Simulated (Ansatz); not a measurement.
# Ca₃SnH₂ (Cmcm, No. 63, 12 atoms in the cell; start COD 4323536)

These are r²SCAN (Ansatz, a first-principles code, PAW) values and carry that method's errors.

Settings: plane-wave cutoff 560 eV, 6×6×8 k mesh (along the axes of the cell as run), Fermi–Dirac smearing 0.01 eV, scalar-relativistic PAW data made under PBE.

Cell (relaxed at this level):

```xyz
12
Lattice="4.4260 -5.6844 0.0000 4.4260 5.6844 0.0000 0.0000 0.0000 5.2325" Properties=species:S:1:pos:R:3 pbc="T T T"
Sn     4.4260    -2.1975     3.9244
Sn     4.4260     2.1975     1.3081
Ca     2.6302    -1.2617     1.3081
Ca     6.2217     1.2617     3.9244
Ca     2.6302     1.2617     3.9244
Ca     6.2217    -1.2617     1.3081
Ca     4.4260     4.4411     3.9244
Ca     4.4260    -4.4411     1.3081
H      1.3422     0.0000     2.6163
H      7.5097     0.0000     2.6163
H      7.5097     0.0000     0.0000
H      1.3422     0.0000     0.0000
```

| Quantity | Value |
|---|---|
| band gap | 0.39 eV (on the SCF k mesh) |
| bulk modulus B0 | 37.7 GPa |

Note: the relaxation could not lower the start's symmetry, so the cell can be a saddle point above a distorted one; the bulk modulus is −V dP/dV from two relaxed cells at ±2 % in volume.

Spin–orbit coupling is not included.

The computed numbers hold no vibrational or temperature effects.

The result took roughly 19 core-minutes.
